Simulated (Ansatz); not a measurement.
Li on the 1x1 (0001) surface of hcp Ti, one in a 2x2 cell, energies for each (29.9 Å²). Energies are against an atom of bcc Li, without zero-point or thermal terms; each row is named by its start.

The numbers are results of PBE (plane waves to 420 eV, PAW; Ansatz, a quantum-chemistry and plane-wave program), not measurements.

Problem. Which site binds most strongly?
A. hollow Ti-Ti-Ti over Ti at depth 2.2 Å
B. hollow Ti-Ti-Ti
C. top Ti

Solution. A, hollow Ti-Ti-Ti over Ti at depth 2.2 Å. Adsorption energies: hollow Ti-Ti-Ti over Ti at depth 2.2 Å -0.56 eV; hollow Ti-Ti-Ti -0.52 eV; top Ti -0.49 eV.
